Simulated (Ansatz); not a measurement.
# Input and output of a self-consistent single point for CaI2 (P3m1, 3 atoms in the cell) (Ansatz)

Method: PBEsol, default PAW files made with PBE (plane waves; Ansatz, an electronic-structure program).

Input:

Ansatz 0.2 input:
```yaml
# CaI2
crystal:
  lattice:
    - [4.55161500, 0.00000000, 0.00000000]
    - [-2.27580700, 3.94181400, 0.00000000]
    - [0.00000000, 0.00000000, 7.24587900]
  atoms:
    - { symbol: Ca, position: [0.00000000, 0.00000000, 0.00690000] }
    - { symbol: I, position: [0.33333300, 0.66666700, 0.24430000] }
    - { symbol: I, position: [0.66666700, 0.33333300, 0.75570000] }
basis:
  ecutwfc: 420.0
kpoints:
  mp_grid:
    grid: [6, 6, 4]
hamiltonian:
  xc: pbesol
  pseudopotentials:
    kind: paw
scf:
  occupations:
    method: fixed
output:
  forces: true
  eigenvalues: true
  stress: true
```

The program printed (abridged):

```
WARN the atoms were moved onto the symmetric positions of the space group found under crystal.symmetry.tolerance 1.0e-5 (fractional …
WARN ansatz: RAYON_NUM_THREADS=1 ignored (pool sized by the plan → 1); use --threads N
Pseudopotentials: kind: paw
Pseudopotential: Ca, paw, valence charge 10
Pseudopotential: I, paw, valence charge 17
Crystal: 3 atoms, lattice volume = 130.003 Å³
Basis set: ecut = 420 eV, 2563 PW (Γ), exchange–correlation on 64×64×100 points (8 copies of the dense FFT grid, shifted against one another)
Bands: 27, of which v1, the nominal top of the filled ones, is band 22 counted from 1 (21 counted from 0)
Symmetry: 6 space group operations
Space group: P3m1 (ITA 156), of the structure as read, at distance tolerance 5.1e-5 Å
k-points: 24 of 144 (time reversal used)
PAW frozen core: Ca, regenerated for the run's functional, and the local potential with it
PAW frozen core: I, regenerated for the run's functional, and the local potential with it
Initial density: superposition of atomic densities (neutral atoms: chi_scale 0, normalization atom), corrected by the library's trained network
Initial wavefunctions: pseudopotential atomic-orbital guess
Eigensolver: davidson
Functional: x = pbesol(κ = 0.804, μ = 0.12345679012345678), c = pbesol(β = 0.046)
SCF iter   1: F=—  HF=-16663.157743 eV  |F-HF|=—  |Δ(HF+E_count)|=         —  Δρ=1.99e-3  dr2=4.16e-3  ethr=1.77e-3  ⟨swp⟩=7.1  Hψ=2857  notcnv=0  defer=63
all-band conjugate gradients solve this SCF's bands
preconditioner: auto → Resta (q_TF=auto, 2.278 Å⁻¹)
SCF iter   2: F=—  HF=-16663.157006 eV  |F-HF|=—  |Δ(HF+E_count)|=   7.37e-4  Δρ=9.64e-4  dr2=1.17e-3  ethr=9.46e-6  ⟨swp⟩=5.0  Hψ=1689  notcnv=0  defer=70
SCF iter   3: F=—  HF=-16663.157123 eV  |F-HF|=—  |Δ(HF+E_count)|=   1.17e-4  Δρ=2.12e-4  dr2=6.29e-5  ethr=2.66e-6  ⟨swp⟩=2.1  Hψ=872  notcnv=0  defer=69
SCF iter   4: F=—  HF=-16663.157171 eV  |F-HF|=—  |Δ(HF+E_count)|=   4.76e-5  Δρ=6.78e-5  dr2=8.94e-6  ethr=1.43e-7  ⟨swp⟩=2.0  Hψ=776  notcnv=0  defer=69
SCF iter   5: F=—  HF=-16663.157180 eV  |F-HF|=—  |Δ(HF+E_count)|=   9.50e-6  Δρ=1.88e-5  dr2=6.66e-7  ethr=2.03e-8  ⟨swp⟩=2.0  Hψ=816  notcnv=0  defer=69
SCF iter   6: F=-16663.157182 eV  HF=-16663.157181 eV  |F-HF|=1.73e-7  |Δ(HF+E_count)|=   1.08e-6  Δρ=5.91e-6  dr2=6.30e-8  ethr=2.27e-10  ⟨swp⟩=15.5  Hψ=4544  notcnv=0
SCF 1 converged in 6 iterations: F = -16663.157182 eV  dr2 = 6.30e-8
SCF converged after 6 iterations
Free energy (F): -16663.157182 eV
Harris-Foulkes:  -16663.157181 eV  (|F-HF|=1.73e-7)
Internal energy: -16663.157182 eV  (E = F + TS)
E sigma→0 (E₀):  -16663.157182 eV
Fermi energy:    3.295315 eV
--- Per-component energies (eV) ---
  E_band       = -983.048082
  E_kinetic    = 654.423446
  E_local      = -5326.106353  (includes V_loc(G=0)·N_el)
  E_nonlocal   = -112.452295
  E_hartree    = 2563.899166
  E_xc         = -389.282435
  E_vxc        = -425.993530  (∫ρ·V_xc dr)
  E_paw        = -10310.939133  (= ΣΔE_a)
  E_vpaw       = -900.724329  (= ΣTr[D̂ρ^β])
  E_aug_tail   = 0.000035  (compensation charges beyond the density's cutoff)
  E_ewald      = -3743.642692
  E_core_change = 0.943078  (= ΣΔE_core)
  E_smearing   = -0.000000  (= −TS)
  E_closure    = -0.000000  (closes the sum)
  Σ components = -16663.157182   (vs F -16663.157182, Δ=0.00e0)
--- Forces (eV/Å), atoms counted from 1 ---
  atom   1  Ca     0.00000000    -0.00000000    -0.23126535
  atom   2  I      0.00000000    -0.00000000    -0.08575742
  atom   3  I     -0.00000000     0.00000000     0.31701968
  max |Σ_I F_I| component: 3.08e-6 eV/Å
--- Stress (GPa, compression-positive) ---
       -1.307987       0.000000       0.000000
        0.000000      -1.307987      -0.000000
        0.000000      -0.000000      -1.032145
  P = ⅓ Tr σ = -1.2160 GPa (-12.160 kbar)
  The stress holds the Pulay correction. Without it, at fixed plane waves, as pw.x and ABINIT print it: P = -1.2291 GPa
--- Band table (eV; the first three rows and the last of 24) ---
  k-point 0: bands = ["-40.0731", "-40.0731", "-40.0627", "-40.0627", "-40.0574", "-39.9119", "-39.9119", "-39.9080", "-39.9080", "-39.9057", "-36.4112", "-17.5076", "-17.4773", "-17.4773", "-8.0537", "-7.6068", "0.9104", "2.4114", "2.4114", [...]
  k-point 1: bands = ["-40.0731", "-40.0731", "-40.0627", "-40.0627", "-40.0574", "-39.9119", "-39.9119", "-39.9080", "-39.9080", "-39.9057", "-36.4112", "-17.5076", "-17.4773", "-17.4773", "-8.0175", "-7.6505", "1.1315", "2.4387", "2.4387", [...]
  k-point 2: bands = ["-40.0731", "-40.0731", "-40.0627", "-40.0627", "-40.0574", "-39.9119", "-39.9119", "-39.9080", "-39.9080", "-39.9057", "-36.4112", "-17.5076", "-17.4773", "-17.4773", "-7.9699", "-7.7055", "1.5008", "2.3184", "2.4695", [...]
  k-point 23: bands = ["-40.0730", "-40.0729", "-40.0628", "-40.0627", "-40.0573", "-39.9119", "-39.9118", "-39.9080", "-39.9080", "-39.9056", "-36.4093", "-17.5012", "-17.4994", "-17.4966", "-7.7129", "-7.5330", "1.3377", "1.4388", "1.4457", [...]
```

The run converged in 6 iterations.

The starting cell comes from a database of computed structures (which also holds hypothetical and non-ambient phases and stackings), without a prior relaxation at this level. Its lattice was rescaled by up to half a per cent. One atom was moved a little off its site on purpose. Spin-orbit coupling is off. Ansatz's pressure includes its estimate of the finite-basis (Pulay) stress.
